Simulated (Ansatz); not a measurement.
End structure of a constructed model of the (100) surface of bcc Fe, ferromagnetic (in the relaxation 1 Fe–Ir bonds formed), a pseudomorphic layer of Ir in the host's stacking (bottom of the slab: a bare face, its two planes held):

```
CELL_PARAMETERS angstrom
      2.83070     0.00000     0.00000
      0.00000     2.83070     0.00000
      0.00000     0.00000    25.50000
ATOMIC_POSITIONS crystal
  Fe 0.50000 0.50000 0.32146
  Fe 0.00000 0.00000 0.37696
  Fe 0.50000 0.50000 0.43367
  Fe 0.00000 0.00000 0.49008
  Fe 0.50000 0.50000 0.54541
  Fe 0.00000 0.00000 0.60290
  Ir 0.50000 0.50000 0.66176
```

Set-up: 7 atoms, 9.1 Å thick at the start (thin: gaps and levels are the slab's own); mesh 13x13x1; 0.1 eV smearing; dipole correction on; 2 atoms held, the rest relaxed; start symmetry kept, larger cells not searched; spin-polarised, ending with about 15.5 μB a cell; orders that need a larger cell were not tried, no spin-orbit, no U. It is one candidate, not shown to be the stable structure of the face.

### Question
What work function of the top face does PBE (Ansatz, an electronic-structure program) give?

### Answer
5.04 eV
